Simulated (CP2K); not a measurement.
**Several settings converged on a (100) slab of YSi2Rh3 (cut from a parent of space group no. 191; 6 atoms in the cell)**

```
CELL_PARAMETERS angstrom
      5.45552     0.00000     0.00000
      0.00000     3.59293     0.00000
      0.00000     0.00000    17.14980
ATOMIC_POSITIONS crystal
  Y  0.60567 0.00000 0.59183
  Si 0.10567 0.00000 0.50000
  Si 0.60567 0.00000 0.40817
  Rh 0.10567 0.50000 0.59183
  Rh 0.85567 0.50000 0.45408
  Rh 0.35567 0.50000 0.45408
```

Base method: PBEsol, GPW, DZVP-MOLOPT-SR-GTH basis, GTH-PBE potentials (GTH_POTENTIALS) (CP2K 2026.2).

Base settings: CUTOFF = 500 Ry; REL_CUTOFF = 40 Ry; SMEAR/METHOD = FERMI_DIRAC; ELECTRONIC_TEMPERATURE = 1160.45 K; KPOINTS/SCHEME = MONKHORST-PACK 3 4 1; GAMMA_CENTERED = T; XC_FUNCTIONAL = PBE:PBESOL; Y/BASIS_SET = DZVP-MOLOPT-SR-GTH; Y/POTENTIAL = GTH-PBE-q11; Si/BASIS_SET = DZVP-MOLOPT-SR-GTH.

**The vacuum**

The mesh stays at the base's, so the ladder's end is converged at best in this setting alone.

Only quantities that move along the ladder and can be compared are tabulated; forces are left out, as grid noise moves with the cell.

| vacuum between outermost atoms (Å) | free energy less the last step's (meV/atom) |
|---|---|
| 3.0 | -183.64 |
| 4.0 | -41.70 |
| 5.0 | -4.37 |
| 6.0 | -0.06 |
| 7.0 | -0.36 |
| 8.0 | -0.55 |
| 10.0 | -0.51 |
| 12.0 | -0.38 |
| 14.0 | -0.25 |
| 17.0 | -0.16 |
| 20.0 | -0.13 |
| 25.0 | -0.05 |
| 30.0 | 0.00 |

Smallest vacuum between outermost atoms (Å) that holds the free energy within 1 meV/atom of the last step, with all finer ones: 6.0; the step before is off by 4.4 meV/atom.

**The k-point mesh**

Moved along: GAMMA_CENTERED.

Only quantities that move along the ladder and can be compared are tabulated.

```tsv
KPOINTS/SCHEME	free energy less the last step's (meV/atom)	largest difference of a force vector from the last step's (eV/Å)
MONKHORST-PACK 1 2 1	144.25	1.288
MONKHORST-PACK 2 2 1	-34.04	0.913
MONKHORST-PACK 2 3 1	28.94	0.526
MONKHORST-PACK 3 4 1	-11.18	0.437
MONKHORST-PACK 3 5 1	-1.93	0.250
MONKHORST-PACK 4 6 1	1.16	0.117
MONKHORST-PACK 5 7 1	-2.32	0.034
MONKHORST-PACK 5 8 1	1.07	0.055
MONKHORST-PACK 6 9 1	0.07	0.041
MONKHORST-PACK 7 11 1	0.74	0.013
MONKHORST-PACK 8 13 1	-0.03	0.018
MONKHORST-PACK 10 15 1	-0.19	0.004
MONKHORST-PACK 11 17 1	0.01	0.008
MONKHORST-PACK 13 20 1	-0.04	0.002
MONKHORST-PACK 16 24 1	0.00	0.000
```

Coarsest KPOINTS/SCHEME that holds the free energy within 5 meV/atom of the last step, with all finer ones: MONKHORST-PACK 3 5 1; the step before is off by 11 meV/atom.

Coarsest KPOINTS/SCHEME that holds the forces within 0.02 eV/Å of the last step, with all finer ones: MONKHORST-PACK 7 11 1; the step before is off by 0.041 eV/Å.

**The cutoff of the density grid**

The mesh stays at the base's, so the ladder's end is converged at best in this setting alone.

Only quantities that move along the ladder and can be compared are tabulated.

```tsv
CUTOFF	largest difference of a force vector from the last step's (eV/Å)
250 Ry	0.020
300 Ry	0.013
350 Ry	0.001
420 Ry	0.002
500 Ry	0.003
600 Ry	0.001
750 Ry	0.001
1000 Ry	0.000
```

Coarsest CUTOFF that holds the forces within 0.005 eV/Å of the last step, with all finer ones: 350 Ry; the step before is off by 0.013 eV/Å.

On the base run: the starting cell comes from a database of computed structures (which also holds hypothetical and non-ambient phases and stackings), without a prior relaxation at this level. The slab is cut from that crystal, and its faces are unrelaxed. Its lattice was rescaled by up to half a per cent. Spin polarisation is off. The two faces of this cut differ, and no dipole correction was used. Values carry the incompleteness of an atom-centred basis. The potentials were made for another functional than the one used. In the base run, forces exceed 1 eV/Å. Without a gap this mesh is coarse (it stands for a supercell whose shortest in-plane vector is 14 Å).
